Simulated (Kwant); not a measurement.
Device: wire with a row of barriers in a GaN two-dimensional gas. Effective mass 0.22 mₑ, grid spacing 6.2 nm, hard walls, nominal width 150 nm (25 grid rows, so walls 161.2 nm apart), one parabolic valley, scattering region 620 nm long along x; energies count from the band bottom; Fermi energy swept from 6.0773e-05 to 0.00072167 eV. 2 barrier(s) across the wire, height 0.0067 eV, thickness 24.8 nm (about 4 grid columns), spaced by 37.2 nm.

The device is made up for the run: typed textbook-type constants, with dimensions and the other settings drawn at random.

Kwant, effective-mass tight-binding model on a square grid, one spin, coherent transport at 0 K. Conductance is in e²/h.

| E (meV) | A | B | C | D |
|---|---|---|---|---|
| 0.06077 | 0 | 0 | 0 | 0 |
| 0.09818 | 7.1e-11 | 1.1e-5 | 1.2e-11 | 1.9e-10 |
| 0.1356 | 1.9e-10 | 2.3e-5 | 3.2e-11 | 7.0e-10 |
| 0.1772 | 3.8e-10 | 3.7e-5 | 6.5e-11 | 1.5e-9 |
| 0.2146 | 6.4e-10 | 5.0e-5 | 1.1e-10 | 2.5e-9 |
| 0.2520 | 1.0e-9 | 6.4e-5 | 1.7e-10 | 3.9e-9 |
| 0.2935 | 1.7e-9 | 9.0e-5 | 2.8e-10 | 6.1e-9 |
| 0.3309 | 2.7e-9 | 0.00012 | 4.4e-10 | 9.0e-9 |
| 0.3684 | 4.1e-9 | 0.00014 | 6.6e-10 | 1.3e-8 |
| 0.4099 | 6.6e-9 | 0.00018 | 1.0e-9 | 2.0e-8 |
| 0.4473 | 1.0e-8 | 0.00020 | 1.6e-9 | 2.9e-8 |
| 0.4848 | 1.6e-8 | 0.00023 | 2.4e-9 | 4.2e-8 |
| 0.5263 | 2.7e-8 | 0.00027 | 4.0e-9 | 6.3e-8 |
| 0.5637 | 4.5e-8 | 0.00030 | 6.4e-9 | 9.2e-8 |
| 0.6011 | 8.0e-8 | 0.00034 | 1.1e-8 | 1.4e-7 |
| 0.6427 | 1.7e-7 | 0.00039 | 2.1e-8 | 2.2e-7 |
| 0.6801 | 4.2e-7 | 0.00044 | 4.5e-8 | 3.5e-7 |
| 0.7217 | 1.9e-6 | 0.00049 | 1.4e-7 | 6.1e-7 |

Problem. Column A is the base. The others each differ by one change: barrier height 0.0067 → 0.008 eV; effective mass 0.22 → 0.18 mₑ; number of barriers 2 → 1. Which is which?

Solution. B: number of barriers 2 → 1; C: barrier height 0.0067 → 0.008 eV; D: effective mass 0.22 → 0.18 mₑ.
